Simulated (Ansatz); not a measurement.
**CaB6-type YB6**

These are r²SCAN in Ansatz (plane waves, PAW) values and carry that method's errors.

Run with plane-wave cutoff 500 eV, 10×10×10 k mesh, Fermi–Dirac smearing 0.05 eV, scalar-relativistic PAW data made under PBE.

Cell (relaxed at this level):

Space group Pm-3m (No. 221); a = 4.089 Å, b = 4.089 Å, c = 4.089 Å, α = 90.00°, β = 90.00°, γ = 90.00°

| atom | site | symmetry | x | y | z |
|---|---|---|---|---|---|
| Y | 1a | m-3m | 0.0000 | 0.0000 | 0.0000 |
| B | 6f | 4m.m | 0.1989 | 0.5000 | 0.5000 |

| Item | Value |
|---|---|
| band gap | none |

Note: the relaxation could not lower the start's symmetry, so the cell can be a saddle point above a distorted one.

Spin–orbit coupling is not included.

The computed numbers hold no vibrational or temperature effects.

Cost on a shared machine: about 29 core-seconds (a rough figure).

Ansatz is an electronic-structure program.
